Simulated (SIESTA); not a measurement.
Worked example: self-consistent single point of the (100) slab of RbBi2 (cut from a parent of space group no. 227; 12 atoms in the cell) in SIESTA.

Method: GGA PBEsol, numerical atomic orbitals DZP, PseudoDojo PBEsol standard norm-conserving potentials (rewritten from UPF to PSML) in SIESTA 5.4.2.

```
Bi2Rb
1.0
    6.76983     0.00000     0.00000
   -6.76983     6.76983     0.00000
    0.00000     0.00000    22.37718
Bi Rb
8 4
Direct
  0.75000   0.25000   0.31282
  0.75000   0.00000   0.41978
  0.25000   0.00000   0.41978
  0.25000   0.75000   0.31282
  0.75000   0.75000   0.52674
  0.75000   0.50000   0.63370
  0.25000   0.50000   0.63370
  0.25000   0.25000   0.52674
  0.00000   0.50000   0.47326
  0.50000   0.50000   0.36630
  0.00000   0.00000   0.68718
  0.50000   0.00000   0.58022
```

Reference input (self-consistent single point, DFT, GGA PBEsol, numerical atomic orbitals DZP, PseudoDojo PBEsol standard norm-conserving potentials (rewritten from UPF to PSML)): XC.functional = GGA; XC.authors = PBEsol; potentials = PseudoDojo PBEsol standard; PAO.BasisSize = DZP; PAO.EnergyShift = 0.005 Ry; MeshCutoff = 300 Ry; kgrid.MonkhorstPack = 3 3 1; OccupationFunction = FD; ElectronicTemperature = 100 meV; MaxSCFIterations = 150; SCF.Mixer.Method = Pulay; SCF.Mixer.Weight = 0.1. This run's input differs from it in these lines:

```diff
@@ -36,3 +36,3 @@
 PAO.EnergyShift              0.005 Ry
-MeshCutoff                   300 Ry
+MeshCutoff                   150 Ry
 %block kgrid.MonkhorstPack
```

Output, abridged:

```
        iscf     Eharris(eV)        E_KS(eV)     FreeEng(eV)     dDmax    Ef(eV) dHmax(eV)
   scf:    1   -20717.028173   -20718.845487   -20719.132300  0.793136 -3.679844  2.940945
   scf:    2   -20719.172745   -20719.082730   -20719.370850  0.051600 -3.639898  1.586038
   scf:    3   -20719.283692   -20719.197440   -20719.487862  0.025750 -3.612937  1.827611
   scf:    4   -20719.784191   -20719.527998   -20719.824805  0.088295 -3.463787  0.567568
   scf:    5   -20719.611646   -20719.573007   -20719.870234  0.028282 -3.415625  0.425740
   [... 5 lines left out ...]
   scf:   11   -20719.594615   -20719.594612   -20719.891844  0.000214 -3.374144  0.007827
   scf:   12   -20719.594556   -20719.594585   -20719.891851  0.000615 -3.371816  0.001689
   scf:   13   -20719.594606   -20719.594595   -20719.891851  0.000197 -3.371605  0.000540
   scf:   14   -20719.594596   -20719.594596   -20719.891852  0.000030 -3.371531  0.000296
SCF Convergence by DM+H criterion
max |DM_out - DM_in|         :     0.0000304684
max |H_out - H_in|      (eV) :     0.0002955948
SCF cycle converged after 14 iterations

Using DM_out to compute the final energy and forces

siesta: E_KS(eV) =           -20719.5946

siesta: E_KS - E_eggbox =    -20719.5946

siesta: Atomic forces (eV/Ang):
     1    0.000165    0.153295    0.164810
     2   -0.063337   -0.000266   -0.400499
     3    0.063337    0.000266   -0.400499
     4   -0.000165   -0.153295    0.164810
     5    0.000179    0.131807    0.202437
     6    0.191766   -0.000406    0.169639
     7   -0.191766    0.000406    0.169639
     8   -0.000179   -0.131808    0.202437
     9    0.000000    0.000000   -0.001201
    10   -0.000000   -0.000000   -0.321807
    11    0.000000    0.000000    0.075562
   [... lines left out ...]
siesta: FreeEng =    -20719.891852
   [... lines left out ...]

siesta: Cell volume =       1025.558757 Ang**3

siesta: Pressure (static):
siesta:                Solid            Molecule  Units
siesta:          -0.00002992         -0.00004023  Ry/Bohr**3
siesta:          -0.00274749         -0.00369341  eV/Ang**3
siesta:          -4.40195922         -5.91749583  kBar

siesta: Electric dipole (a.u.)  =    0.000000    0.000000    1.471353
siesta: Electric dipole (Debye) =    0.000000    0.000000    3.739806
```

The run converged in 14 iterations. Against the reference run the free energy falls by 5.0 meV/atom and the largest force stays at 0.405 eV/Å.

The starting cell comes from a database of computed structures (which also holds hypothetical and non-ambient phases and stackings), without a prior relaxation at this level. The slab is cut from that crystal, and its faces are unrelaxed. Its lattice was rescaled by up to half a per cent. Values carry the incompleteness of an atom-centred basis.

Cost on one core of a shared machine: roughly 70 s.
